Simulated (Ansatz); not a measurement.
Base system: W2N in the anti-CdI2 type structure (space group P-3m1, No. 164; a hypothetical phase, not in the database extracts checked; relaxed with 0.1 eV smearing).

```yaml
crystal:
  lattice:
    - [2.82436, 0.00000, 0.00000]
    - [-1.41218, 2.44597, 0.00000]
    - [0.00000, 0.00000, 5.36565]
  atoms:
    - { symbol: N, position: [0.00000, 0.00000, 0.00000] }
    - { symbol: W, position: [0.33333, 0.66667, 0.26936] }
    - { symbol: W, position: [0.66667, 0.33333, 0.73064] }
```

Cartesian axes are those of the cell as printed.

Calculations: PBE/PAW in Ansatz (a program for electronic structure), without spin-orbit coupling.

Before the change:

```
Property           Result
---------------  --------
Volume per atom  12.36 Å³
```

The change: biaxial strain +0.75 %, plane normal [001], relaxed out of plane (Cartesian); in-plane vectors clamped, the third vector and the atoms free.

Estimate the effect on the in-plane stress and volume per atom.

The mean in-plane stress (compression positive) is -3.1 GPa; the volume per atom grows by 0.07 Å³ to 12.43 Å³.

Stability against distortions was not tested. All final runs are without spin polarisation. An odd electron count without spin: W2N.
